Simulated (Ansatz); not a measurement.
# Convergence study of the k-point mesh at a smearing width of 0.05 eV for MgSc (P4mm, 2 atoms in the cell)

```yaml
crystal:
  lattice:
    - [3.61443, 0.00000, 0.00000]
    - [0.00000, 3.61443, 0.00000]
    - [0.00000, 0.00000, 3.61443]
  atoms:
    - { symbol: Mg, position: [0.00000, 0.00000, 0.01383] }
    - { symbol: Sc, position: [0.50000, 0.50000, 0.50000] }
```

Method: PBEsol, default PAW files made with PBE (plane waves; Ansatz, a quantum-chemistry and plane-wave program).

Base settings: basis.ecutwfc = 420 eV; kpoints.mp_grid.grid = 9 9 9; hamiltonian.xc = pbesol; hamiltonian.pseudopotentials = {kind: paw} (the program's default PAW files); scf.occupations.method = gaussian; scf.occupations.width = 0.1 eV.

In this ladder: scf.occupations.width = 0.05 eV.

The second cell is the first with its lattice scaled by 0.98.

Only quantities that move along the ladder and can be compared are tabulated.

The count of work is k-points × plane waves × bands × iterations; it is no time. 

The starting cell comes from a database of computed structures (which also holds hypothetical and non-ambient phases and stackings), without a prior relaxation at this level. Its lattice was rescaled by up to half a per cent. One atom was moved a little off its site on purpose. Ansatz's pressure includes its estimate of the finite-basis (Pulay) stress.

| kpoints.mp_grid.grid | free energy less the last step's (meV/atom) | energy of the compressed cell less the first (meV/atom) | pressure (GPa) | count of work / last |
|---|---|---|---|---|
| 3 3 3 | 59.22 | -7.14 | -2.23 | 0.0064 |
| 4 4 4 | 45.38 | -2.20 | -1.72 | 0.019 |
| 5 5 5 | -16.30 | -5.31 | -2.07 | 0.019 |
| 6 6 6 | -4.14 | -5.22 | -2.05 | 0.043 |
| 7 7 7 | -2.99 | -6.51 | -2.18 | 0.043 |
| 8 8 8 | -0.94 | -5.28 | -2.02 | 0.080 |
| 10 10 10 | -0.57 | -5.39 | -2.05 | 0.13 |
| 12 12 12 | 0.14 | -5.26 | -2.04 | 0.21 |
| 15 15 15 | 0.18 | -5.31 | -2.04 | 0.31 |
| 18 18 18 | -0.06 | -5.48 | -2.06 | 0.59 |
| 22 22 22 | 0.00 | -5.32 | -2.04 | 1.0 |

Coarsest kpoints.mp_grid.grid that holds the pressure within 0.05 GPa of the last step, with all finer ones: 8 8 8, at 0.080 of the last step's count of work; the step before is off by 0.14 GPa.

Coarsest kpoints.mp_grid.grid that holds the energy of the compressed cell less the first within 1 meV/atom of the last step, with all finer ones: 8 8 8, at 0.080 of the last step's count of work; the step before is off by 1.2 meV/atom.

Coarsest kpoints.mp_grid.grid that holds the free energy within 2 meV/atom of the last step, with all finer ones: 8 8 8, at 0.080 of the last step's count of work; the step before is off by 3.0 meV/atom.

Keys are those of Ansatz 0.2.
